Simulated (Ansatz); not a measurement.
Worked example: self-consistent single point of CaGa2 (P3m1, 6 atoms in the cell) in Ansatz (a program for electronic structure).

Method of the run: LDA (PW92), default PAW files made with PBE (plane waves; Ansatz).

```yaml
crystal:
  lattice:
    - [4.46548, 0.00000, 0.00000]
    - [-2.23274, 3.86722, 0.00000]
    - [0.00000, 0.00000, 7.42460]
  atoms:
    - { symbol: Ca, position: [0.00000, 0.00000, 0.25673] }
    - { symbol: Ca, position: [0.00000, 0.00000, 0.75000] }
    - { symbol: Ga, position: [0.33333, 0.66667, 0.04253] }
    - { symbol: Ga, position: [0.66667, 0.33333, 0.95747] }
    - { symbol: Ga, position: [0.66667, 0.33333, 0.54253] }
    - { symbol: Ga, position: [0.33333, 0.66667, 0.45747] }
```

Reference input (self-consistent single point, DFT, LDA (PW92), plane waves, default PAW files made with PBE): basis.ecutwfc = 420 eV; kpoints.mp_grid.grid = 8 8 4; hamiltonian.xc = lda; hamiltonian.pseudopotentials = {kind: paw} (the program's default PAW files); scf.occupations.method = fermi_dirac; scf.occupations.width = 0.1 eV. This run's input differs from it in these lines:

Ansatz 0.2 input:
```diff
@@ -16,3 +16,3 @@
 kpoints:
-  mp_grid: { grid: [8, 8, 4] }
+  mp_grid: { grid: [13, 13, 7] }
 hamiltonian:
@@ -21,3 +21,3 @@
 scf:
-  occupations: { method: fermi_dirac, width: 0.1 eV }
+  occupations: { method: cold, width: 0.01 eV }
 output:
```

Log, with long lists cut:

```
SCF iter   1: F=—  HF=-18376.600307 eV  |F-HF|=—  |Δ(HF+E_count)|=         —  Δρ=6.21e-3  dr2=2.52e-2  ethr=1.77e-3  ⟨swp⟩=9.0  Hψ=24002  notcnv=0
all-band conjugate gradients solve this SCF's bands
preconditioner: auto → Resta (q_TF=auto, 2.478 Å⁻¹)
SCF iter   2: F=—  HF=-18376.595016 eV  |F-HF|=—  |Δ(HF+E_count)|=   5.29e-3  S|Δr|=    0.00e0  Δρ=2.79e-3  dr2=5.45e-3  ethr=3.50e-5  ⟨swp⟩=3.8  Hψ=11863  notcnv=0  defer=301
SCF iter   3: F=—  HF=-18376.594176 eV  |F-HF|=—  |Δ(HF+E_count)|=   8.40e-4  S|Δr|=    0.00e0  Δρ=1.00e-3  dr2=6.46e-4  ethr=7.57e-6  ⟨swp⟩=3.7  Hψ=10604  notcnv=0  defer=301
SCF iter   4: F=—  HF=-18376.593970 eV  |F-HF|=—  |Δ(HF+E_count)|=   2.06e-4  S|Δr|=    0.00e0  Δρ=2.39e-4  dr2=7.21e-5  ethr=8.98e-7  ⟨swp⟩=2.0  Hψ=9363  notcnv=0  defer=301
SCF iter   5: F=—  HF=-18376.593952 eV  |F-HF|=—  |Δ(HF+E_count)|=   1.84e-5  S|Δr|=    0.00e0  Δρ=6.04e-5  dr2=5.06e-6  ethr=1.00e-7  ⟨swp⟩=2.0  Hψ=8011  notcnv=0  defer=301
SCF iter   6: F=-18376.593951 eV  HF=-18376.593951 eV  |F-HF|=6.19e-8  |Δ(HF+E_count)|=   1.60e-7  S|Δr|=    0.00e0  Δρ=8.11e-6  dr2=6.85e-8  ethr=1.39e-10  ⟨swp⟩=8.6  Hψ=25797  notcnv=0
SCF 1 converged in 6 iterations: F = -18376.593951 eV  dr2 = 6.85e-8
Stability not checked (fill_not_monotonic)
Free energy (F): -18376.593951 eV
Internal energy: -18376.593944 eV  (E = F + TS)
E sigma→0 (E₀):  -18376.593949 eV
Entropy (-TS):   -0.000008 eV (-0.001 meV/atom)
Fermi energy:    8.967423 eV
--- Forces (eV/Å), atoms counted from 1 ---
  atom   1  Ca     0.00000000    -0.00000000    -0.23116597
  atom   2  Ca     0.00000000     0.00000000     0.09588116
  atom   3  Ga     0.00000000    -0.00000000     0.03932460
  atom   4  Ga     0.00000000     0.00000000     0.02549429
  atom   5  Ga     0.00000000     0.00000000     0.06448741
  atom   6  Ga     0.00000000     0.00000000     0.00597927
--- Stress (GPa, compression-positive) ---
       -4.403255       0.000000       0.000000
        0.000000      -4.403255      -0.000000
        0.000000       0.000000      -4.340222
  P = ⅓ Tr σ = -4.3822 GPa (-43.822 kbar)
  The stress holds the Pulay correction. Without it, at fixed plane waves, as pw.x and ABINIT print it: P = -4.3968 GPa
```

The run converged in 6 iterations. Against the reference run the free energy goes up by 2.6 meV/atom, the pressure moves little (-4.37 to -4.38 GPa) and the largest force hardly changes (0.232 to 0.231 eV/Å).

The starting cell comes from a database of computed structures (which also holds hypothetical and non-ambient phases and stackings), without a prior relaxation at this level. Its lattice was rescaled by up to half a per cent. One atom was moved a little off its site on purpose. With a pressure of about -4 GPa the cell is away from its equilibrium volume at this level. Ansatz's pressure includes its estimate of the finite-basis (Pulay) stress.

Cost on one core of a shared machine: roughly 50 s.
